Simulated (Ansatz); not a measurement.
Start from Ru in the hcp (Mg type) structure (space group P6_3/mmc, No. 194).

```
CELL_PARAMETERS angstrom
      2.70456     0.00000     0.00000
     -1.35228     2.34222     0.00000
      0.00000     0.00000     4.26009
ATOMIC_POSITIONS crystal
  Ru 0.33333 0.66667 0.75000
  Ru 0.66667 0.33333 0.25000
```

Cartesian axes are those of the cell as printed.

The values are results of plane-wave PAW DFT at the r2SCAN level (Ansatz, an electronic-structure program, 500 eV), no spin-orbit coupling, not measurements.

Strains are applied to the cell and any free atomic positions relax; under biaxial strain the out-of-plane vector relaxes too.

One change was made to it. Results:

```csv
quantity,base,after
volume per atom,13.49 Å³,13.42 Å³
"pressure (mean of the normal stresses, compression positive)",0.0 GPa,1.7 GPa
band gap,zero,zero
```

Problem. Which change produced these results?
(A) biaxial strain −2.62 %, plane normal [001], relaxed out of plane
(B) tensor shear ε_xz = −0.69 %
(C) biaxial strain +0.54 %, plane normal [001], relaxed out of plane
(D) biaxial strain −0.36 %, plane normal [001], relaxed out of plane
(E) biaxial strain −0.55 %, plane normal [001], relaxed out of plane

Solution. D, biaxial strain −0.36 %, plane normal [001], relaxed out of plane. For comparison, the pressure in the other runs: tensor shear ε_xz = −0.69 % gives 0.1 GPa; biaxial strain −2.62 %, plane normal [001], relaxed out of plane gives 14.4 GPa; biaxial strain −0.55 %, plane normal [001], relaxed out of plane gives 2.7 GPa; biaxial strain +0.54 %, plane normal [001], relaxed out of plane gives -2.5 GPa.

Without a gap, meshes like the base's 20×20×11 leave anisotropic stresses uncertain by several tenths of a GPa, and small strain energies with them. Whether these cells are dynamically stable was not tested. All final runs are without spin polarisation.
